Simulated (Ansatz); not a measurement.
The starting structures come from a database of crystals and need not be the phases stable at ambient conditions.

 Where the default PAW files enter, the runs use the earlier of Ansatz's two default sets.

Tunnelling through a barrier is set by its complex band structure: the current falls as exp(−2κd) with the smallest κ.

Given:

```
LaCClN2
1.0
    4.03846     0.00000     0.00000
    0.00000     5.36357     0.00000
    0.00000    -1.36965     7.50581
La C N Cl
2 2 4 2
Direct
  0.75000   0.17723   0.73592
  0.25000   0.82277   0.26408
  0.75000   0.34692   0.35825
  0.25000   0.65308   0.64175
  0.25000   0.43176   0.66077
  0.75000   0.56824   0.33923
  0.25000   0.87739   0.61845
  0.75000   0.12261   0.38155
  0.75000   0.74522   0.95801
  0.25000   0.25478   0.04199
```

Space group of this cell: P2_1/m. The cell is taken as given; by r2SCAN its mean pressure is -1.9 GPa.

Transport runs along the normal of the first two printed cell vectors.

The gap is the functional's own. No spin-orbit coupling. Mid-gap values are interpolated on the energy grid.

Q: Estimate the band gap and the smallest decay constant κ at mid-gap that r2SCAN run with Ansatz (an electronic-structure program) returns for this system.

A: Gap 3.66 eV on a 8×6×4 mesh; κ = 0.461 1/Å, at (0.000, 0.167) of the in-plane reciprocal vectors. At the zone centre, at the nearest computed energy, the slowest state has κ = 0.47 1/Å.
